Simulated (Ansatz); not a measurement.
# Nd₃Al (P6₃/mmc, No. 194; cell taken from a computed entry)

The numbers are results of r²SCAN in Ansatz (plane waves, PAW), not measurements.

Numerical settings: plane-wave cutoff 500 eV, 12×12×10 k mesh (along the axes of the cell as run), Fermi–Dirac smearing 0.1 eV, spin-polarised start, scalar-relativistic PAW data made under PBE.

Cell (relaxed at this level):

```
AlNd3
1.0
    7.04818     0.00000     0.00000
   -3.52409     6.10391     0.00000
    0.00000     0.00000     5.49652
Nd Al
6 2
Direct
  0.17905   0.35810   0.75000
  0.82095   0.64190   0.25000
  0.82095   0.17905   0.25000
  0.17905   0.82095   0.75000
  0.64190   0.82095   0.75000
  0.35810   0.17905   0.25000
  0.66667   0.33333   0.75000
  0.33333   0.66667   0.25000
```

equilibrium volume per atom: 29.56 Å³/atom
lattice parameter a: 7.048 Å
lattice parameter c: 5.497 Å

Note: the magnetic order was assumed, not searched for or taken from measurement; the relaxation could not lower the start's symmetry, so the cell can be a saddle point above a distorted one; the 4f shell is treated without U or exact exchange, so its levels and filling can be wrong.

Spin–orbit coupling is not included.

The computed numbers hold no vibrational or temperature effects.

Computing time: roughly 2.2 core-hours.

Ansatz is a program for electronic structure.
